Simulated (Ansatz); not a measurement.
## Se_C (4H silicon carbide host)

Method: PBE, PAW (plane waves to 420 eV; Ansatz, a first-principles code). The supercell holds 96 host sites (3×2×1 repeats of the unit cell), with a 2×2×2 shifted k-point sampling for the final energies. Site at the start: the C(h) site. Finite-size correction: monopole term and site-potential alignment. Dielectric constants: PBE linear response of the host. Host gap at this level: 2.23 eV. These values are not converged in cell size to better than tenths of an eV. PBE underestimates the host's gap, which shifts levels and can delocalise carriers. Spin–orbit coupling is left out. Each state is the lowest found from its start.

| charge | moment (μB) | largest move off a lattice site (Å) | image correction with alignment (eV) |
|---|---|---|---|
| +2 | not spin-polarised | 0.37 | 1.13 |
| +1* | 1.0 | 0.42 | – |
| 0† | not spin-polarised | 0.68 | 0.02 |
| −1* | quenched | 0.67 | – |

* At this level the carrier isn't localised at the defect: at charge +1 electrons occupy the conduction band; at charge −1 electrons occupy the conduction band. Such a state is shallow or no state of the defect, and this cell gives it no level.

† Not settled in this cell, so no level is given: charge 0: carriers not clearly localised.

Starting moments that weren't kept: charge −1 began with 1 μB and ended with 0.0.

No other site or start that was run ended lower by more than 0.1 eV.

Flagged in the runs: a doubtful potential alignment, a host whose relaxation on this sampling wasn't shown to rest, a strain field that reaches the edge of the cell.
